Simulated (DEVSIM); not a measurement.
Structure: double heterostructure, Ge between p- and n-type Si, at 250 K.

Layer 1 from the left is Si, thickness (μm) 0.460, Na (cm⁻³) 4.2e17, τn (s) 0.00037, τp (s) 0.00037. Layer 2 from the left is Ge, thickness (μm) 0.0240, Nd (cm⁻³) 1e16, τn (s) 0.00037, τp (s) 0.00037. Layer 3 from the left is Si, thickness (μm) 0.260, Nd (cm⁻³) 1.9e17, τn (s) 0.00037, τp (s) 0.00037.

Left contact: ohmic. Right contact: ohmic. Voltage is applied to the left contact. Recombination: SRH at mid-gap, radiative. Mobility is μmin + (μ − μmin)/(1 + (N/Nref)^α).

This is a model device: material constants are rounded textbook-type values typed into the input, and sizes, dopings and lifetimes were drawn at random. Values at 300 K; Nc and Nv go as T^1.5, mobilities as T to minus their exponent, the gap by Varshni's rule with the affinity fixed.

Si: gap (eV) 1.124, affinity (eV) 4.05, permittivity 11.7, Nc (cm⁻³) 2.86e19, Nv (cm⁻³) 3.1e19, μn (cm²/Vs) 1417, μp (cm²/Vs) 470, μn,min 52, μp,min 45, Nref,n 9.7e16, Nref,p 2.2e17, αn 0.68, αp 0.72, T exponent of μn 2.3, T exponent of μp 2.2, B (cm³/s) 4.7e-15, Varshni α (eV/K) 0.000473, Varshni β (K) 636. Ge: gap (eV) 0.664, affinity (eV) 4, permittivity 16, Nc (cm⁻³) 1.04e19, Nv (cm⁻³) 6e18, μn (cm²/Vs) 3900, μp (cm²/Vs) 1900, μn,min 150, μp,min 100, Nref,n 2.6e17, Nref,p 4e17, αn 0.56, αp 0.6, T exponent of μn 1.66, T exponent of μp 2.33, B (cm³/s) 6.4e-14, Varshni α (eV/K) 0.000477, Varshni β (K) 235.

Model (solved in DEVSIM): 1D drift-diffusion, Boltzmann statistics, complete ionisation; no tunnelling, impact ionisation, image-force lowering or self-heating. Band offsets follow the typed affinities; no thermionic-emission limit at abrupt steps, no polarisation charge.

### Question
What does the simulation give for the dark forward voltage at 1 A/cm², the potential step across the device at zero bias?

### Answer
dark forward voltage at 1 A/cm² 0.713 V; potential step across the device at zero bias 0.947 V.
